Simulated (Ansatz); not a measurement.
Base system: SiC in the wurtzite structure (space group P6_3mc, No. 186; a = 3.076 Å, c = 5.048 Å). Axes: x lies along a and z along c of the hexagonal cell.

Level of theory: Ansatz (a program for electronic structure) PBEsol, no spin-orbit coupling.

It is then changed as follows: the cell is scaled by 0.9700 in all directions, atoms relaxed at fixed cell.

### Question
Predict the stress tensor and what it implies for the stiffness.

### Answer
Stress of the strained cell less that of the base (GPa, compression positive):
```
  24.40    0.00    0.00
   0.00   24.40    0.00
   0.00    0.00   23.94
```

Then B = −ΔP/(ΔV/V₀) with ΔV/V₀ = -0.0873 gives secant stiffness values (nonlinear terms included at this strain): B (at held cell shape, above the free-shape value) ≈ 278 GPa.

As a check, the harmonic strain energy −½ V₀ Δσ:ε is 70 meV/atom; the computed energy rise is 63 meV/atom.

Whether these cells are dynamically stable was not tested.
